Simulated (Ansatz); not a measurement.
The parent structure is MgB2 (space group I4/mmm, No. 139; a = 2.683 Å, c = 8.395 Å; a hypothetical phase, not in the database extracts checked; relaxed with 0.1 eV smearing). Axes: x, y, z lie along a, b, c of the conventional cell.

Method: plane-wave PAW DFT at the PBE level (Ansatz, a program for electronic structure, 420 eV), scalar-relativistic without spin-orbit coupling.

Perturbation: uniaxial strain ε_zz = +3.72 %, all other strain components held at zero, atoms relaxed at fixed cell.

Q: Estimate the effect on the stress, largest internal atomic displacement and energy relative to the base.

A: The stress (xx, yy, zz, yz, xz, xy; compression positive) amounts to (-1.6, -1.6, -7.4, 0.0, 0.0, 0.0) GPa; the largest internal atomic displacement is 0.014 Å; the energy rises by 9.2 meV/atom.

Whether these cells are dynamically stable was not tested. All final runs are without spin polarisation.
